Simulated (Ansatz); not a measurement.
The starting structures come from a database of crystals and need not be the phases stable at ambient conditions.

 Where the default PAW files enter, the runs use the earlier of Ansatz's two default sets.

Here is the system:

```
CELL_PARAMETERS angstrom
      3.30779     0.00000     0.00000
      0.00000     4.98288     0.00000
      1.65390     0.00000     2.86463
ATOMIC_POSITIONS crystal
  Mg 0.33333 0.99784 0.33333
  Mg 0.66667 0.49784 0.66667
  O  0.33333 0.59756 0.33333
  O  0.66667 0.09756 0.66667
```

Space group of this cell: P6_3mc, wurtzite. The cell is taken as given.

The current runs along the normal of the first two printed vectors, the (100) plane. All runs by Ansatz (a quantum-chemistry and plane-wave program), plane waves and PAW, without spin-orbit coupling; the base is r2SCAN.

```
run                                                      mean pressure (GPa)  gap (eV)  mid-gap κ (1/Å)
-------------------------------------------------------  -------------------  --------  ---------------
base                                                                    -0.3      4.15            0.340
all lengths scaled by 0.98                                               8.3      4.51            0.357
all lengths scaled by 1.02                                              -6.9      3.82            0.324
lda in place of r2scan                                                  -4.2       ___              ___
lengths across the current scaled by 0.98, ions clamped                  5.1      4.37            0.350
lengths across the current scaled by 1.02, ions clamped                 -4.8       ___              ___
lengths along the current scaled by 0.97, ions clamped                   4.1       ___            0.350
lengths along the current scaled by 1.03, ions clamped                  -3.9      3.96            0.331
pbesol in place of r2scan                                                0.4      3.35            0.297
```

Q: What belongs in the gaps?

A: 
- lda in place of r2scan, gap (eV): 3.36
- lda in place of r2scan, mid-gap κ (1/Å): 0.298
- lengths across the current scaled by 1.02, ions clamped, gap (eV): 3.94
- lengths across the current scaled by 1.02, ions clamped, mid-gap κ (1/Å): 0.330
- lengths along the current scaled by 0.97, ions clamped, gap (eV): 4.35
